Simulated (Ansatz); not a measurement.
# Quick settings and what they miss: Ti2GaC (P6_3/mmc, 8 atoms in the cell)

Self-consistent single point.

```
CELL_PARAMETERS angstrom
      3.08121     0.00000     0.00000
     -1.54060     2.66840     0.00000
      0.00000     0.00000    13.38341
ATOMIC_POSITIONS crystal
  Ti 0.33333 0.66667 0.08596
  Ti 0.66667 0.33333 0.91404
  Ti 0.66667 0.33333 0.58596
  Ti 0.33333 0.66667 0.41404
  Ga 0.33333 0.66667 0.75000
  Ga 0.66667 0.33333 0.25000
  C  0.00000 0.00000 0.50000
  C  0.00000 0.00000 0.00000
```

Computed with PBEsol, PAW files made with PBE (plane waves; Ansatz, a first-principles code).

Base settings: basis.ecutwfc = 420 eV; kpoints.mp_grid.grid = 8 8 2; hamiltonian.xc = pbesol; hamiltonian.pseudopotentials = {kind: paw} (the program's default PAW files); scf.occupations.method = gaussian; scf.occupations.width = 0.1 eV.

Tight run (finer mesh or higher cutoff; not a proven limit): basis.ecutwfc: 420 eV → 590 eV; kpoints.mp_grid.grid: 8 8 2 → 11 11 3; scf.convergence.dr2_threshold: default (1e-07 eV) → 1e-09 eV. It gave Fermi level (on the code's own zero) 12.55 eV; pressure -5.46 GPa; largest force (vector length) 0.375 eV/Å.

Quick runs, as changes from the base:
- A: the base itself
- B: basis.ecutwfc: 420 eV → 210 eV; kpoints.mp_grid.grid: 8 8 2 → 2 2 2; scf.occupations.method: gaussian → fermi_dirac; scf.occupations.width: 0.1 eV → 0.136 eV
- C: basis.ecutwfc: 420 eV → 295 eV; kpoints.mp_grid.grid: 8 8 2 → 4 4 4; scf.occupations.method: gaussian → fermi_dirac; scf.occupations.width: 0.1 eV → 0.5 eV
- D: basis.ecutwfc: 420 eV → 250 eV; kpoints.mp_grid.grid: 8 8 2 → 6 6 6; scf.occupations.method: gaussian → methfessel_paxton; scf.occupations.width: 0.1 eV → 0.136 eV

Energies are extrapolated to zero smearing width, which holds to low order in the width alone.

The count of work is k-points × plane waves × bands × iterations; it is no time. 

Pressures in the table are Ansatz's without its Pulay estimate, at a fixed set of plane waves; the tight run's value above holds the estimate.

The starting cell comes from a database of computed structures (which also holds hypothetical and non-ambient phases and stackings), without a prior relaxation at this level. Its lattice was rescaled by a random factor within 2.5 % of one. Spin polarisation is off. In the base run, with a pressure of about -5 GPa the cell is away from its equilibrium volume at this level.

```tsv
run	energy less tight (meV/atom)	pressure less tight (GPa)	largest miss in a force vector (eV/Å)	count of work / tight
A	6.6	-0.02	0.036	0.32
B	2072.8	-142.20	0.255	0.019
C	138.9	-6.04	0.363	0.12
D	596.8	-45.74	0.455	0.18
```

Among the runs at the tight run's level, the energy misses run from 6.6 to 2072.8 meV/atom.

Left out of this page: 2 runs of the series unsound by tests on forces, stress, charge or solver warnings.

Keys are those of Ansatz 0.2.
